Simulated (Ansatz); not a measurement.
**Re, response to strain**

Start from Re in the hcp (Mg type) structure (space group P6_3/mmc, No. 194; a = 2.776 Å, c = 4.481 Å; relaxed with 0.1 eV smearing).

Strains are applied to the cell and any free atomic positions relax.

Calculations: Kohn–Sham DFT with the PBE functional, run in Ansatz (a quantum-chemistry and plane-wave program) with PAW and 420 eV plane waves, no SOC.

Notes on the quantities. energy relative to the base: free energy F; pressure: mean of the normal stresses, compression positive.

| variant | energy relative to the base | pressure | volume per atom |
|---|---|---|---|
| base | 0 meV/atom | 0.0 GPa | 14.96 Å³ |
| isotropic strain −3.00 % | +153 meV/atom | 40.7 GPa | 13.65 Å³ |
| isotropic strain −2.50 % | +104 meV/atom | 32.7 GPa | 13.86 Å³ |
| isotropic strain −2.00 % | +66 meV/atom | 25.2 GPa | 14.08 Å³ |
| isotropic strain −1.50 % | +36 meV/atom | [?] | 14.29 Å³ |
| isotropic strain −1.00 % | +16 meV/atom | 11.7 GPa | 14.51 Å³ |
| isotropic strain −0.50 % | +3.9 meV/atom | [?] | 14.73 Å³ |
| isotropic strain +1.50 % | +33 meV/atom | -14.7 GPa | 15.64 Å³ |
| isotropic strain +2.50 % | +88 meV/atom | [?] | 16.11 Å³ |
| isotropic strain +3.00 % | +124 meV/atom | -26.4 GPa | 16.34 Å³ |

Task: Fill in the withheld entries from the trend.

Result: 
- isotropic strain −1.50 %, pressure: 18.2 GPa
- isotropic strain −0.50 %, pressure: 5.7 GPa
- isotropic strain +2.50 %, pressure: -22.8 GPa

No phonon test of stability was made. The final runs are not spin-polarised.
